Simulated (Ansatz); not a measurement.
Input and output of a zone-centre phonon calculation for TiCo (Pm-3m, 2 atoms in the cell) (Ansatz, an electronic-structure program).

Method: PBE, PAW files (plane waves; Ansatz).

```
TiCo
1.0
    2.96309     0.00000     0.00000
    0.00000     2.96309     0.00000
    0.00000     0.00000     2.96309
Ti Co
1 1
Direct
  0.00000   0.00000   0.00000
  0.50000   0.50000   0.50000
```

Reference input (self-consistent single point, DFT, PBE, plane waves, PAW files): basis.ecutwfc = 420 eV; kpoints.mp_grid.grid = 9 9 9; hamiltonian.xc = pbe; hamiltonian.pseudopotentials = {kind: paw} (an earlier, softer set of the program's PAW files); scf.occupations.method = fermi_dirac; scf.occupations.width = 0.136 eV. This run's input differs from it in these lines:

```diff
@@ -18,6 +18,4 @@
   occupations: { method: fermi_dirac, width: 0.136 }
-output:
-  forces: true
-  eigenvalues: true
-  stress: true
+phonons:
+  method: dfpt
```

The program printed (abridged):

```
SCF iter   1: F=—  HF=-7626.919369 eV  |F-HF|=—  |Δ(HF+E_count)|=         —  Δρ=6.16e-2  dr2=1.15e0  ethr=3.10e-3  ⟨swp⟩=4.3  Hψ=5303  notcnv=0
all-band conjugate gradients solve this SCF's bands
preconditioner: auto → none
SCF iter   2: F=—  HF=-7626.841574 eV  |F-HF|=—  |Δ(HF+E_count)|=   7.78e-2  Δρ=9.70e-2  dr2=2.62e0  ethr=3.10e-3  ⟨swp⟩=2.0  Hψ=2261  notcnv=0
   [... lines left out ...]
SCF iter   7: F=—  HF=-7626.664466 eV  |F-HF|=—  |Δ(HF+E_count)|=   5.76e-6  Δρ=2.05e-5  dr2=1.56e-7  ethr=2.51e-9  ⟨swp⟩=2.1  Hψ=2033  notcnv=0
SCF iter   8: F=—  HF=-7626.664466 eV  |F-HF|=—  |Δ(HF+E_count)|=   1.13e-8  Δρ=1.28e-6  dr2=5.87e-10  ethr=5.38e-10  ⟨swp⟩=1.0  Hψ=1429  notcnv=0
SCF iter   9: F=—  HF=-7626.664466 eV  |F-HF|=—  |Δ(HF+E_count)|=  1.07e-10  Δρ=5.12e-7  dr2=5.96e-11  ethr=2.02e-12  ⟨swp⟩=2.0  Hψ=2112  notcnv=0
SCF iter  10: F=-7626.664466 eV  HF=-7626.664466 eV  |F-HF|=0.00e0  |Δ(HF+E_count)|=  6.37e-12  Δρ=5.74e-8  dr2=1.07e-12  ethr=1.00e-12  ⟨swp⟩=4.9  Hψ=5700  notcnv=0
SCF 1 converged in 10 iterations: F = -7626.664466 eV  dr2 = 1.07e-12
DFPT response loops at Γ: preconditioner auto → Kerker (q_TF=auto, 2.778 Å⁻¹) (partly filled bands, converged f_vac=0.000) …
Free energy (F): -7626.664466 eV
Internal energy: -7626.504786 eV  (E = F + TS)
E sigma→0 (E₀):  -7626.584626 eV
Entropy (-TS):   -0.159680 eV (-79.840 meV/atom)
Fermi energy:    17.008951 eV
--- Phonons (Γ-DFPT): 2 representative perturbations + reference, on 75 of 729 k-points (Σ response iterations 6) ---
  k mesh reduced under 8 symmetry operations, with k and −k counted as one. Each operation leaves every solved perturbation unchanged …
  ASR residual: 1.443e-3 → 0.000e0 eV/Å²; symmetrization residual: 3.725e-6 eV/Å²
  ASR residual per site (eV/Å²): 1.44e-3 5.34e-4
  Γ frequencies (cm⁻¹): 0.00 0.00 0.00 219.36 219.36 219.36
  non-analytic LO–TO correction: not included (Born effective charges unavailable; polar crystals: no LO–TO splitting at Γ)
```

The run converged in 10 iterations. 

Summary of the result:
| Quantity | Result |
|---|---|
| Free energy E − TS (on the zero of these files) | -7626.6645 eV |
| Fermi level (on the code's own zero) | 17.01 eV |
| Zone-centre frequencies (cm⁻¹; negative means imaginary) | 0, 0, 0, 219, 219, 219 |

The starting cell has typed, rounded lattice constants, without a prior relaxation at this level. Its lattice was rescaled by a random factor within 2.5 % of one. Spin polarisation is off.

Keys are those of Ansatz 0.2.
